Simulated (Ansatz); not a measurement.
Base system: Au in the fcc (Cu type) structure (space group Fm-3m, No. 225; a = 4.124 Å; relaxed with 0.1 eV smearing).

Calculations: r2SCAN, PAW, 500 eV (Ansatz, a quantum-chemistry and plane-wave program; without spin-orbit coupling), earlier PAW set.

For the base:

* **Pressure**: 0.0 GPa

The change: the cell is scaled by 0.9849 in all directions, atoms relaxed at fixed cell.

Predict the new energy relative to the base.

The energy goes up by 19 meV/atom.

What does the calculation give for the pressure after the change?

The pressure goes from zero to 8.0 GPa.

The cells carry an imposed strain or load. No phonon test of stability was made.
